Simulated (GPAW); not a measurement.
# Input and output of a self-consistent single point for CrO2 (P4_2/mnm, 6 atoms in the cell) (GPAW)

Method of the run: PBE, GPAW PAW datasets PBE (gpaw-data 1.0.1) (plane waves; GPAW).

This input was run:

```python
from ase import Atoms
from ase.units import GPa
from gpaw import GPAW

atoms = Atoms(['Cr', 'Cr', 'O', 'O', 'O', 'O'],
              cell=[[4.343052, 0.000000, 0.000000],
                    [0.000000, 4.343052, 0.000000],
                    [0.000000, 0.000000, 2.870182]],
              scaled_positions=[[0.000000, 0.000000, 0.500000],
                                [0.500000, 0.500000, 0.000000],
                                [0.197260, 0.197260, 0.000000],
                                [0.802740, 0.802740, 0.000000],
                                [0.302740, 0.697260, 0.500000],
                                [0.697260, 0.302740, 0.500000]],
              pbc=True)

atoms.set_initial_magnetic_moments([3.0, 3.0, 0.0, 0.0, 0.0, 0.0])

calc = GPAW(spinpol=True,
            mode={'name': 'pw', 'ecut': 900},
            xc='PBE',
            kpts=(5, 5, 7),
            occupations={'name': 'fermi-dirac', 'width': 0.136},
            nbands=-10,
            convergence={'forces': 0.001},
            symmetry={'symmorphic': False, 'tolerance': 0.0005},
            maxiter=120,
            txt='-')

atoms.calc = calc

energy = atoms.get_potential_energy()
print('Energy (eV):', round(energy, 6))
forces = atoms.get_forces()
print('Forces (eV/Ang):')
print(forces.round(5))
stress = atoms.get_stress()
print('Stress (GPa, Voigt):', (stress / GPa).round(4))
```

Log, with long lists cut:

```
Input parameters:
  convergence: {forces: 0.001}
  kpts: [5 5 7]
  maxiter: 120
  mode: {ecut: 900,
         name: pw}
  nbands: -10
  occupations: {name: fermi-dirac,
                width: 0.136}
  spinpol: True
  symmetry: {symmorphic: False,
             tolerance: 0.0005}
  xc: PBE

species:
  Cr:
    name: Chromium
    Z: 24.0
    valence: 6
    core: 18
    charge: 0.0
    file: Cr.PBE.gz

    # Using partial waves for Cr as LCAO basis

  O:
    name: Oxygen
    Z: 8.0
    valence: 6
    core: 2
    charge: 0.0
    file: O.PBE.gz

    # Using partial waves for O as LCAO basis

Reference energy: -65328.164104  # eV

Spin-polarized calculation.
Initial magnetic moment: 6.000000

Convergence criteria:
 Maximum [total energy] change in last 3 cyles: 0.0005 eV / valence electron
 Maximum integral of absolute [dens]ity change: 0.0001 electrons / valence electron
 Maximum integral of absolute [eigenst]ate change: 4e-08 eV^2 / valence electron
 Maximum change in the atomic [forces] across last 2 cycles: 0.001 eV/Ang OR
Maximum error relative to the maximum force is below inf
 Maximum number of scf [iter]ations: 120

Symmetries present (total): 16
Symmetries with fractional translations: 8
175 k-points: 5 x 5 x 7 Monkhorst-Pack grid
24 k-points in the irreducible part of the Brillouin zone
       k-points in crystal coordinates                weights
   0:     0.00000000    0.00000000    0.00000000          1/175
   1:     0.00000000    0.00000000    0.14285714          2/175
   2:     0.00000000    0.00000000    0.28571429          2/175
   [... 7 lines left out ...]
          ...
  23:     0.40000000    0.40000000    0.42857143          8/175

Wave functions: Plane wave expansion
  Cutoff energy: 900.000 eV
  Number of coefficients (min, max): 3291, 3338
  Pulay-stress correction: 0.000000 eV/Ang^3 (de/decut=0.000000)

Occupation numbers: Fermi-Dirac:
  width: 0.1360  # eV

Eigensolver

Densities:
  Coarse grid: 32*32*20 grid
  Fine grid: 64*64*40 grid
  Total Charge: 0.000000

Density mixing:
  Method: difference
  Backend: pulay
  Linear mixing parameter: 0.05
  old densities: 5
  Damping of long wavelength oscillations: 50

Hamiltonian:
  XC and Coulomb potentials evaluated on a 64*64*40 grid
  External potential:
    NoExternalPotential

XC parameters: PBE with 2 nearest neighbor stencil

Number of atoms: 6
Number of atomic orbitals: 34
Number of bands in calculation: 31
Number of valence electrons: 36
Bands to converge: occupied

Density initialized from atomic densities
  31 bands from LCAO basis set

Atomic positions and initial magnetic moments

Positions:
   0 Cr     0.000000    0.000000    1.435091    ( 0.0000,  0.0000,  3.0000)
   1 Cr     2.171526    2.171526    0.000000    ( 0.0000,  0.0000,  3.0000)
   2 O      0.856710    0.856710    0.000000    ( 0.0000,  0.0000,  0.0000)
   3 O      3.486342    3.486342    0.000000    ( 0.0000,  0.0000,  0.0000)
   4 O      1.314816    3.028236    1.435091    ( 0.0000,  0.0000,  0.0000)
   5 O      3.028236    1.314816    1.435091    ( 0.0000,  0.0000,  0.0000)

Unit cell:
           periodic     x           y           z      points  spacing
  1. axis:    yes    4.343052    0.000000    0.000000    32     0.1357
  2. axis:    yes    0.000000    4.343052    0.000000    32     0.1357
  3. axis:    yes    0.000000    0.000000    2.870182    20     0.1435

  Lengths:   4.343052   4.343052   2.870182
  Angles:   90.000000  90.000000  90.000000

Effective grid spacing dv^(1/3) = 0.1383

     iter     time        total  log10-change:         magmom
                         energy   eigst   dens  force
iter:   1 --:--:--   -54.534259                          +5.9664
iter:   2 --:--:--   -53.070042   -1.04  -0.91           +4.5889
iter:   3 --:--:--   -50.607781   -0.95  -0.97           +3.9762
iter:   4 --:--:--   -50.882644   -1.69  -1.34           +3.9494
iter:   5 --:--:--   -50.618308   -1.62  -1.19           +3.9815
iter:   6 --:--:--   -50.423859   -1.88  -1.49           +3.9809
iter:   7 --:--:--   -50.211476   -2.12  -1.75           +3.9932
iter:   8 --:--:--   -50.214923   -3.25  -2.34           +3.9927
iter:   9 --:--:--   -50.214927c  -3.20  -2.46           +3.9944
iter:  10 --:--:--   -50.217863c  -3.77  -2.69           +3.9951
iter:  11 --:--:--   -50.213547c  -3.57  -2.63           +3.9950
iter:  12 --:--:--   -50.213656c  -4.71  -3.12           +3.9951
iter:  13 --:--:--   -50.213833c  -4.59  -3.45           +3.9951
iter:  14 --:--:--   -50.213898c  -5.14  -3.14           +3.9951
iter:  15 --:--:--   -50.213849c  -5.31  -3.46           +3.9950
iter:  16 --:--:--   -50.213859c  -6.14  -3.63           +3.9950
iter:  17 --:--:--   -50.213809c  -5.98  -3.63           +3.9950
iter:  18 --:--:--   -50.213806c  -5.85  -3.78           +3.9950
iter:  19 --:--:--   -50.213804c  -6.20  -4.13c          +3.9950
iter:  20 --:--:--   -50.213799c  -7.00  -4.04c          +3.9950
iter:  21 --:--:--   -50.213792c  -6.99  -4.22c          +3.9950
iter:  22 --:--:--   -50.213781c  -7.59c -4.45c          +3.9950
iter:  23 --:--:--   -50.213779c  -6.85  -4.57c          +3.9950
iter:  24 --:--:--   -50.213778c  -7.29  -4.35c          +3.9950
iter:  25 --:--:--   -50.213781c  -7.99c -4.77c -2.77    +3.9950
iter:  26 --:--:--   -50.213780c  -8.55c -5.08c -3.87c   +3.9950

Converged after 26 iterations.

Dipole moment: (0.000000, 0.000000, -0.000000) |e|*Ang

Total magnetic moment: (0.000000, 0.000000, 3.994982)
Local magnetic moments:
   0 Cr ( 0.000000,  0.000000,  2.016412)
   1 Cr ( 0.000000,  0.000000,  2.016412)
   2 O  ( 0.000000,  0.000000, -0.042263)
   3 O  ( 0.000000,  0.000000, -0.042263)
   4 O  ( 0.000000,  0.000000, -0.042263)
   5 O  ( 0.000000,  0.000000, -0.042263)

Energy contributions relative to reference atoms: (reference = -65328.164104)

Kinetic:        +10.381217
Potential:      -25.271369
External:        +0.000000
XC:             -36.912223
Entropy (-ST):   -0.112227
Local:           +1.644709
SIC:             +0.000000
--------------------------
Free energy:    -50.269894
Extrapolated:   -50.213780

Spin contamination: 0.258913 electrons
Showing only first 2 kpts
                      Up                     Down
 Kpt  Band  Eigenvalues  Occupancy  Eigenvalues  Occupancy
  0    16      6.01507    0.99992      8.09000    0.00290
  0    17      6.02359    0.99991      8.10856    0.00253
  0    18      6.02359    0.99991      8.35854    0.00040
  0    19      6.08536    0.99986      8.35854    0.00040

  1    16      6.23016    0.99961      8.04546    0.00402
  1    17      6.28306    0.99942      8.56282    0.00009
  1    18      6.34224    0.99910      8.57794    0.00008
  1    19      6.95604    0.92407      8.70045    0.00003

Fermi level: 7.29590

No gap
No difference between direct/indirect transitions
Energy (eV): -50.21378

Forces in eV/Ang:
  0 Cr    0.00000    0.00000    0.00000
  1 Cr   -0.00000    0.00000    0.00000
  2 O     0.09193    0.09193    0.00000
  3 O    -0.09193   -0.09193    0.00000
  4 O    -0.09193    0.09193    0.00000
  5 O     0.09193   -0.09193    0.00000

Stress tensor:
    -0.149252     0.000000     0.000000
     0.000000    -0.149252     0.000000
     0.000000     0.000000    -0.160418
Stress (GPa, Voigt): [-23.9128 -23.9128 -25.7018   0.       0.       0.    ]
```

The run converged in 26 iterations. GPAW prints stress with tension positive.

At such cutoffs GPAW's stress carries a finite-basis (Pulay) error, which enters relaxed cells too; its log prints stress with tension positive.

The starting cell comes from a database of computed structures (which also holds hypothetical and non-ambient phases and stackings), without a prior relaxation at this level. Its lattice was rescaled by a random factor within 2.5 % of one. The magnetic order is the one reached from the typed start; others were not searched systematically.

Cost on one core of a shared machine: roughly 70 s.
